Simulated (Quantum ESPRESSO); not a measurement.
Short convergence ladders for Cd (P6_3/mmc, 2 atoms in the cell)

```xyz
2
Lattice="1.4855 -2.5730 0.0000 1.4855 2.5730 0.0000 0.0000 0.0000 5.6031" Properties=species:S:1:pos:R:3 pbc="T T T"
Cd     1.4855     0.8577     1.4008
Cd     1.4855    -0.8577     4.2024
```

Base method: PBE, SSSP 1.1.2 efficiency (PBE) pseudopotentials (plane waves; Quantum ESPRESSO 7.5).

Base settings: ecutwfc = 45 Ry; ecutrho = 360 Ry; occupations = smearing; smearing = gaussian; degauss = 0.0073499 Ry; potentials = {Cd: Cd.pbe-dn-rrkjus_psl.0.3.1.UPF}; K_POINTS = automatic 8 8 3 0 0 0; conv_thr = 1e-10 Ry.

Core times come from one kind of shared machine, to one figure; runs under 30 s give none.

**Zone-centre phonons against the cutoff**

In this ladder: ph.x.tr2_ph = 1e-14; ph.x.fildyn = dyn.G; dynmat.x.fildyn = dyn.G; dynmat.x.asr = crystal. Moved along: ecutrho.

The mesh stays at the base's, so the ladder's end is converged at best in this setting alone.

Frequencies are those of the unrelaxed cell, without the LO-TO term of polar crystals.

Only quantities that move along the ladder and can be compared are tabulated.

```tsv
ecutwfc	highest zone-centre frequency (cm⁻¹)
22 Ry	90.8
27 Ry	103.2
31 Ry	100.0
38 Ry	102.0
45 Ry	102.0
68 Ry	102.2
```

Coarsest ecutwfc that holds the highest zone-centre frequency within 5 cm⁻¹ of the last step, with all finer ones: 27 Ry; the step before is off by 11 cm⁻¹.

**Zone-centre phonons against the SCF threshold**

In this ladder: ph.x.tr2_ph = 1e-14; ph.x.fildyn = dyn.G; dynmat.x.fildyn = dyn.G; dynmat.x.asr = crystal.

The mesh stays at the base's, so the ladder's end is converged at best in this setting alone.

Frequencies are those of the unrelaxed cell, without the LO-TO term of polar crystals.

Only quantities that move along the ladder and can be compared are tabulated.

| conv_thr | highest zone-centre frequency (cm⁻¹) | core time / last (rough) |
|---|---|---|
| 7.3e-05 Ry | 54.6 | 1 |
| 7.3e-07 Ry | 102.1 | 1 |
| 7.3e-09 Ry | 102.1 | 1 |
| 7.3e-11 Ry | 102.0 | 0.6 |
| 7.3e-13 Ry | 102.1 | 1 |

Coarsest conv_thr that holds the highest zone-centre frequency within 1 cm⁻¹ of the last step, with all finer ones: 7.3e-07 Ry; the step before is off by 48 cm⁻¹.

On the base run: the starting cell has typed, rounded lattice constants, without a prior relaxation at this level. Its lattice was rescaled by up to half a per cent. Without a gap this mesh is coarse (it stands for a supercell whose shortest vector is 17 Å).
